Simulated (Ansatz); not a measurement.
Start from ZnSe in the zinc blende structure (space group F-43m, No. 216; a = 5.6656 Å).

Level of theory: Ansatz (a quantum-chemistry and plane-wave program), r2SCAN, PAW, cutoff 500 eV, no spin-orbit coupling.

Strains are applied to the cell and any free atomic positions relax.

One change was made to it. Results:

The valley order (the lowest conduction-band minima on the path, energy above the VBM, named in the base's zone) goes from Γ 1.87 eV; L along ⟨111⟩ 3.05 eV; X along ⟨100⟩ 3.34 eV to Γ 1.50 eV; L along ⟨111⟩ 2.88 eV; X along ⟨100⟩ 3.52 eV; the pressure drops by 4.756 GPa, from -0.01 GPa to -4.76 GPa.

Task: Name the change that was made.
A) isotropic strain +1.00 %
B) isotropic strain +2.50 %
C) isotropic strain +3.00 %
D) isotropic strain +0.50 %

Result: C, isotropic strain +3.00 %. For comparison, the valley order in the other runs: isotropic strain +0.50 % gives Γ 1.80 eV; L along ⟨111⟩ 3.03 eV; X along ⟨100⟩ 3.37 eV; isotropic strain +1.00 % gives Γ 1.74 eV; L along ⟨111⟩ 3.00 eV; X along ⟨100⟩ 3.40 eV; isotropic strain +2.50 % gives Γ 1.56 eV; L along ⟨111⟩ 2.91 eV; X along ⟨100⟩ 3.49 eV.

The levels and masses belong to the bands next to the band gap. Stability against distortions was not tested.
